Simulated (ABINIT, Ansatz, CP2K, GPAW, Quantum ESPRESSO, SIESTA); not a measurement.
# One structure in several programs: K₃Cd (Fm-3m, 4 atoms in the cell)

Self-consistent single point.

```xyz
4
Lattice="0.0000 4.6103 4.6103 4.6103 0.0000 4.6103 4.6103 4.6103 0.0000" Properties=species:S:1:pos:R:3 pbc="T T T"
K      2.3052     2.3052     2.3052
K      6.9155     6.9155     6.9155
K      4.6103     4.6103     4.6103
Cd     0.0000     0.0000     0.0000
```

All programs got the same cell, k-point mesh and kind of occupations (in Ansatz's words: kpoints.mp_grid.grid = 4 4 4; scf.occupations.method = gaussian; scf.occupations.width = 0.05 eV); potentials, basis and cutoffs are each program's usual ones.

| code | model | pressure (GPa) | k-points | cutoff |
|---|---|---|---|---|
| CP2K | LDA (Pade form), GPW, DZVP-MOLOPT-SR-GTH basis, GTH-PADE potentials (GTH_POTENTIALS) | -0.65 | 36 | grid 500 Ry |
| GPAW | LDA (Perdew-Wang 92), GPAW PAW datasets LDA (gpaw-data 1.0.1) | -0.86 | 8 | 550 eV |
| Ansatz | LDA (PW92), PAW files made with PBE | -0.79 | 8 | 420 eV |
| SIESTA | LDA PW92, numerical atomic orbitals DZP, PseudoDojo LDA standard norm-conserving potentials (rewritten from UPF to PSML) | -0.40 | 44 | grid 300 Ry |
| ABINIT | LDA (PW92), PAW (JTH v2.0 LDA PAW) | -0.79 | 8 | 42 Ry |
| Quantum ESPRESSO | LDA (PZ), GBRV 1.5 ultrasoft (LDA) pseudopotentials | -1.49 | 8 | 40 Ry |

The spread over the programs that give each value: pressure within 1.09 GPa.

The starting cell comes from a database of computed structures (which also holds hypothetical and non-ambient phases and stackings), without a prior relaxation at this level.

Task: Why do the programs differ, and what cannot be compared?

Result: Differences of this kind can come from the potentials, where these differ, and from what each basis and cutoff leave unconverged. The valence holds different numbers of electrons (CP2K 39, GPAW 39, Ansatz (a quantum-chemistry and plane-wave program) 47, SIESTA 47, ABINIT 39, Quantum ESPRESSO 39). The zero of total energies and Fermi levels follows the potentials and each program's conventions, so they are not compared here. CP2K and SIESTA use small atom-centred bases, whose incompleteness enters pressures, forces and empty levels differently from a plane-wave cutoff. Ansatz's pressure is given at a fixed set of plane waves, as the other plane-wave codes print theirs. The same LDA comes in different parametrisations, which differ slightly. The programs reduce the same mesh by symmetry to different extents, which changes the work and not the result.

Left out of this page: Elk and FLEUR (not drawn, or without a comparable value).

Keys are those of Ansatz 0.2.
